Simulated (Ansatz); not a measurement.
```
Mg2Ge
1.0
    4.42518     0.00000     0.00000
    2.21259     3.83232     0.00000
    2.21259    -1.27744     3.70219
Mg Ge
2 1
Direct
  0.50146   0.24927   0.74782
  0.49854   0.75073   0.25218
  0.00000   0.00000   0.00000
```

No spin polarisation.

Computed with PBEsol, PAW, 420 eV (Ansatz, an electronic-structure program; spin-orbit coupling left out). k-mesh 13×13×13 (Γ-centred); smearing 0.05 eV (Fermi–Dirac).

**Question.** What is the computed pressure (mean of the normal stresses, compression positive)?

**Answer.** 1.5 GPa.

**Question.** Estimate the band gap.

**Answer.** Zero.

The cells carry an imposed strain or load. No phonon test of stability was made. The final runs are not spin-polarised. The cell was made from Mg2Ge in the anti-fluorite structure (space group Fm-3m, No. 225) by this change: biaxial strain −1.67 %, plane normal [111], relaxed out of plane. The zero or small gap of Mg2Ge can change with the level of theory.
